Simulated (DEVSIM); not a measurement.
Device: W/SiON/p-Ge capacitor, at 250 K.

| layer (left to right) | material | thickness (nm) | Na (cm⁻³) |
|---|---|---|---|
| 1 | SiON | 5.30 | - |
| 2 | Ge | 2100 | 7.8e16 |

Metal gate on the left, work function 4.6 eV. Fixed charge at the semiconductor interface 0 cm⁻² (in units of +e); no interface traps.

This is a model device: material constants are rounded textbook-type values typed into the input, and sizes, dopings and lifetimes were drawn at random. Values at 300 K; Nc and Nv go as T^1.5, mobilities as T to minus their exponent, the gap by Varshni's rule with the affinity fixed.

| parameter | SiON | Ge |
|---|---|---|
| gap (eV) | 7 | 0.664 |
| affinity (eV) | 1.4 | 4 |
| permittivity | 5.5 | 16 |
| Nc (cm⁻³) | - | 1.04e19 |
| Nv (cm⁻³) | - | 6e18 |
| Varshni α (eV/K) | - | 0.000477 |
| Varshni β (K) | - | 235 |

Model (solved in DEVSIM): 1D Poisson equation in equilibrium, Boltzmann statistics, complete ionisation; no quantum confinement or tunnelling. Metal contacts follow the ideal Schottky-Mott rule: no Fermi-level pinning, no interface dipoles.

The fixed charge was swept, all else fixed.

```tsv
fixed charge (cm^-2)	flat-band voltage (V)	threshold voltage (band bending 2φF) (V)
-1.44e12	0.26	0.90
-7.2e11	0.13	0.77
0	0.00	0.64
7.2e11	-0.12	[?]
1.44e12	-0.25	0.39
```

Problem. Complete the blanks.

Solution. 
- 7.2e11, threshold voltage (band bending 2φF) (V): 0.52
